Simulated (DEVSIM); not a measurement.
Device: abrupt Ge p-n junction, at 300 K.

```
layer (left to right)  material  thickness (μm)  Nd (cm⁻³)  Na (cm⁻³)  τn (s)  τp (s)
---------------------  --------  --------------  ---------  ---------  ------  ------
1                            Ge            3.40          -     3.9e15  4.9e-5  4.9e-6
2                            Ge             250     4.2e16          -  4.9e-6  4.9e-6
```

Left contact: ohmic. Right contact: ohmic. Voltage is applied to the left contact. Recombination: SRH at mid-gap. Mobility is constant in doping.

Constants are typed, rounded textbook-type inputs, not results; the design itself was drawn at random and stands for no fabricated device. Values at 300 K.

| parameter | Ge |
|---|---|
| gap (eV) | 0.664 |
| affinity (eV) | 4 |
| permittivity | 16 |
| Nc (cm⁻³) | 1.04e19 |
| Nv (cm⁻³) | 6e18 |
| μn (cm²/Vs) | 3900 |
| μp (cm²/Vs) | 1900 |

Model (solved in DEVSIM): 1D drift-diffusion, Boltzmann statistics, complete ionisation; no tunnelling, impact ionisation, image-force lowering or self-heating.

Q: Tabulate band edges, carrier densities and field at 0.65 V on the left contact.

A: Energies count from the Fermi level of the right contact; mesh points crowd at the junctions.

```json
[
 {"x (μm)": "0.000", "Ec (eV)": "-0.176", "Ev (eV)": "-0.840", "n (cm⁻³)": "1.1e11", "p (cm⁻³)": "3.9e15", "field (V/cm)": "150"},
 {"x (μm)": "0.04782", "Ec (eV)": "-0.175", "Ev (eV)": "-0.839", "n (cm⁻³)": "1.1e14", "p (cm⁻³)": "4.0e15", "field (V/cm)": "140"},
 {"x (μm)": "0.1983", "Ec (eV)": "-0.173", "Ev (eV)": "-0.837", "n (cm⁻³)": "4.3e14", "p (cm⁻³)": "4.3e15", "field (V/cm)": "130"},
 {"x (μm)": "0.6355", "Ec (eV)": "-0.168", "Ev (eV)": "-0.832", "n (cm⁻³)": "1.3e15", "p (cm⁻³)": "5.2e15", "field (V/cm)": "95"},
 {"x (μm)": "2.402", "Ec (eV)": "-0.156", "Ev (eV)": "-0.820", "n (cm⁻³)": "4.2e15", "p (cm⁻³)": "8.1e15", "field (V/cm)": "50"},
 {"x (μm)": "3.093", "Ec (eV)": "-0.153", "Ev (eV)": "-0.817", "n (cm⁻³)": "5.2e15", "p (cm⁻³)": "9.1e15", "field (V/cm)": "39"},
 {"x (μm)": "3.313", "Ec (eV)": "-0.156", "Ev (eV)": "-0.820", "n (cm⁻³)": "6.3e15", "p (cm⁻³)": "8.2e15", "field (V/cm)": "-860"},
 {"x (μm)": "3.399", "Ec (eV)": "-0.184", "Ev (eV)": "-0.848", "n (cm⁻³)": "1.9e16", "p (cm⁻³)": "2.8e15", "field (V/cm)": "-8100"},
 {"x (μm)": "3.445", "Ec (eV)": "-0.202", "Ev (eV)": "-0.866", "n (cm⁻³)": "3.8e16", "p (cm⁻³)": "1.4e15", "field (V/cm)": "-1300"},
 {"x (μm)": "3.594", "Ec (eV)": "-0.205", "Ev (eV)": "-0.869", "n (cm⁻³)": "4.3e16", "p (cm⁻³)": "1.2e15", "field (V/cm)": "12"},
 {"x (μm)": "4.031", "Ec (eV)": "-0.204", "Ev (eV)": "-0.868", "n (cm⁻³)": "4.3e16", "p (cm⁻³)": "1.2e15", "field (V/cm)": "14"},
 {"x (μm)": "6.340", "Ec (eV)": "-0.201", "Ev (eV)": "-0.865", "n (cm⁻³)": "4.3e16", "p (cm⁻³)": "1.2e15", "field (V/cm)": "14"},
 {"x (μm)": "12.30", "Ec (eV)": "-0.193", "Ev (eV)": "-0.857", "n (cm⁻³)": "4.3e16", "p (cm⁻³)": "1.2e15", "field (V/cm)": "14"},
 {"x (μm)": "31.35", "Ec (eV)": "-0.166", "Ev (eV)": "-0.830", "n (cm⁻³)": "4.3e16", "p (cm⁻³)": "1.2e15", "field (V/cm)": "14"},
 {"x (μm)": "125.0", "Ec (eV)": "-0.037", "Ev (eV)": "-0.701", "n (cm⁻³)": "4.3e16", "p (cm⁻³)": "1.1e15", "field (V/cm)": "14"},
 {"x (μm)": "211.9", "Ec (eV)": "0.084", "Ev (eV)": "-0.580", "n (cm⁻³)": "4.3e16", "p (cm⁻³)": "9.3e14", "field (V/cm)": "14"},
 {"x (μm)": "239.6", "Ec (eV)": "0.123", "Ev (eV)": "-0.541", "n (cm⁻³)": "4.3e16", "p (cm⁻³)": "5.4e14", "field (V/cm)": "14"},
 {"x (μm)": "249.0", "Ec (eV)": "0.136", "Ev (eV)": "-0.528", "n (cm⁻³)": "4.2e16", "p (cm⁻³)": "2.2e14", "field (V/cm)": "14"},
 {"x (μm)": "252.4", "Ec (eV)": "0.141", "Ev (eV)": "-0.523", "n (cm⁻³)": "4.2e16", "p (cm⁻³)": "5.3e13", "field (V/cm)": "15"},
 {"x (μm)": "253.1", "Ec (eV)": "0.142", "Ev (eV)": "-0.522", "n (cm⁻³)": "4.2e16", "p (cm⁻³)": "1.6e13", "field (V/cm)": "15"},
 {"x (μm)": "253.3", "Ec (eV)": "0.142", "Ev (eV)": "-0.522", "n (cm⁻³)": "4.2e16", "p (cm⁻³)": "4.6e12", "field (V/cm)": "15"},
 {"x (μm)": "253.4", "Ec (eV)": "0.142", "Ev (eV)": "-0.522", "n (cm⁻³)": "4.2e16", "p (cm⁻³)": "1.0e10", "field (V/cm)": "15"}
]
```
